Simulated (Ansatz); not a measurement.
We consider CsCl-type CuZn, described by PBE in Ansatz (PAW).

Run with plane-wave cutoff 500 eV, 18×18×18 k mesh, Fermi–Dirac smearing 0.1 eV, no spin polarisation, scalar-relativistic PAW data made under PBE.

Computed at the level's own relaxed cell.

What does this level give for the equilibrium volume per atom and equilibrium lattice constant a?


- equilibrium volume per atom = 13.02 Å³/atom
- equilibrium lattice constant a = 2.964 Å

Measured, for comparison: equilibrium volume per atom 12.93 Å³/atom, lattice constant a 2.958 Å (temperature not stated, not corrected to a static lattice; as tabulated in First-Principles Study on the Electrical and Thermal Conductivities of Cu–Zn …). Computed (rounded) less measured: equilibrium volume per atom +0.7 %, lattice constant a +0.2 %.

The computed numbers hold no vibrational or temperature effects.

It cost around 30 core-seconds (rough) of CPU time.

Ansatz is an electronic-structure program.
